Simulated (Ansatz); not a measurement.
Phonon-limited resistivity of NbSi$_{2}$ (P6_222) against temperature in μΩ·cm, PBEsol, DFPT electron-phonon coupling, linearised Boltzmann equation (Ansatz, a program for electronic structure), harmonic crystal at a fixed cell. x, y and z are the axes of this cell:
```
NbSi2
1.0
    4.77063     0.00000     0.00000
   -2.38531     4.13149     0.00000
    0.00000     0.00000     6.56794
Nb Si
3 6
Direct
  0.00000   0.50000   0.16667
  0.50000   0.00000   0.50000
  0.50000   0.50000   0.83333
  0.84050   0.68101   0.50000
  0.15950   0.84050   0.83333
  0.31899   0.15950   0.16667
  0.15950   0.31899   0.50000
  0.84050   0.15950   0.83333
  0.68101   0.84050   0.16667
```

```tsv
T	ρ (x, y)	ρ (z)
50 K	0.50	0.23
77 K	2.5	1.33
100 K	5.4	…
150 K	13.6	…
200 K	23	12.5
250 K	31	17.5
273 K	35	19.8
300 K	40	22
350 K	49	27
400 K	57	32
500 K	74	41
600 K	90	50
```

### Question
Complete the blanks.

### Answer

- 100 K, ρ (z): 2.9
- 150 K, ρ (z): 7.5

A metal at this level (no band gap). Only scattering by harmonic phonons is included (no impurities, grain boundaries, electron-electron scattering or thermal expansion). Spin-orbit coupling is left out. Values near or above 100 μΩ·cm, or paths under about 2 nm, lie near resistivity saturation, where the Boltzmann equation overshoots. Halving the electron mesh (20x20x12) moves the resistivity by up to 4 %. Smearing 0.20 eV; phonons on a 4x4x2 q mesh, which this run doesn't test and which matters most at low temperature.
